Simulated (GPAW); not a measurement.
## Equation of state of diamond-structure C (space group 227): energy against volume (GPAW, PBEsol)

```yaml
crystal:
  lattice:
    - [0.00000, 1.73172, 1.73172]
    - [1.73172, 0.00000, 1.73172]
    - [1.73172, 1.73172, 0.00000]
  atoms:
    - { symbol: C, position: [0.50000, 0.50000, 0.50000] }
    - { symbol: C, position: [0.75000, 0.75000, 0.75000] }
```

Method: PBEsol, GPAW PAW datasets PBEsol (made by gpaw-setup) (plane waves; GPAW). Settings: mode = pw; ecut = 1040 eV; xc = PBEsol; kpts = 16 16 16; mesh shift (steps) = 0 0 0; occupations.name = fermi-dirac; occupations.width = 0.01 eV; nbands = -8; convergence.bands = -6; symmetry.symmorphic = false; symmetry.tolerance = 0.0005; maxiter = 120. The cell above is the first row's. The rows scale it uniformly. In all rows fractional positions and the k mesh are held. E is the free energy at the stated smearing, counted from the lowest row.

| V (Å^3/atom) | E (meV/atom) |
|---|---|
| 5.1931 | ? |
| 5.3060 | 26.12 |
| 5.4189 | 10.09 |
| 5.5318 | 1.61 |
| 5.6447 | 0.00 |
| 5.7576 | 4.63 |
| 5.8705 | 14.95 |
| 5.9834 | 30.45 |
| 6.0963 | 50.65 |

Q: Fit E against V with the third-order Birch-Murnaghan form, a cubic in V^(-2/3), and predict the withheld value at V = 5.1931.

A: With u = V^(-2/3) - 0.314, the rows have u = 0.014717, 0.010135, 0.005710, 0.001432, -0.002705, -0.006709, -0.010587, -0.014344. Least squares gives E = 0.911 - 892.73·u + 178298·u² - 84683·u³. Residuals (row less fit): 0.000, 0.001, -0.001, 0.002, -0.002, -0.001, 0.003, -0.001; standard error 0.002 (degrees of freedom: 4). Its minimum lies at u = 0.002508, so V0 = (0.316508)^(-3/2) = 5.616. There d²E/du² = 355300 and d³E/du³ = -508100, so B0 = (4/9) × 5.616^(-7/3) × 355300 × 0.160218 = 451 GPa (the last factor turns the table's units into GPa), and B0' = 4 + (2/3) × 0.316508 × (-508100)/355300 = 3.7. The program's pressures in the fitted runs (not shown) pass through zero at V = 5.61, 0.09 % from this V0. At the withheld row, u = 0.019464, so E = 0.911 - 892.73 × 0.019464 + 178298 × 0.019464² - 84683 × 0.019464³ = 50.458 meV/atom. The calculation gives 50.43 meV/atom, 0.028 meV/atom below the prediction (0.1 % of the range of E in the table). The row lies outside the fitted rows, so this is an extrapolation. From the scatter of the fitted rows alone, a prediction at this place has a standard error of 0.007 meV/atom, so the miss is 4.2 times that.

Carrying the step between the two nearest rows on in a straight line would have given 42.15, off by 8.28; series whose last step already gives the withheld value aren't shown. The scan was laid around a cell of about the measured size, scaled by a guess for this functional. The runs keep the symmetry of the cell, so they don't test it for distortions. Cutoffs and mesh are single choices, not tested for convergence of this quantity. Series with a scatter that would blur these digits, or in which a gap closes, are not shown. Nor are scans whose minimum lies at an end fitted in this form.

Terms beyond the fitted order, or numerical noise in single rows, can give a miss of this size; the table doesn't tell which.
